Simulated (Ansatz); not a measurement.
The parent structure is TiN in the rock salt structure (space group Fm-3m, No. 225; a = 4.233 Å; relaxed with 0.1 eV smearing). Axes: x, y, z lie along the cube axes.

Method: r2SCAN (Ansatz, an electronic-structure program, PAW, no SOC).

The change: uniaxial stress, 8 GPa compression along x; all other stress components relax to zero.

What happens to the energy relative to the base and strain response?

The energy rises by 3.0 meV/atom; the strain response (xx, yy, zz) comes out as (−1.31, +0.24, +0.24) %.

Stability under load was not tested beyond the relaxation. All final runs are without spin polarisation. An odd electron count without spin: TiN.
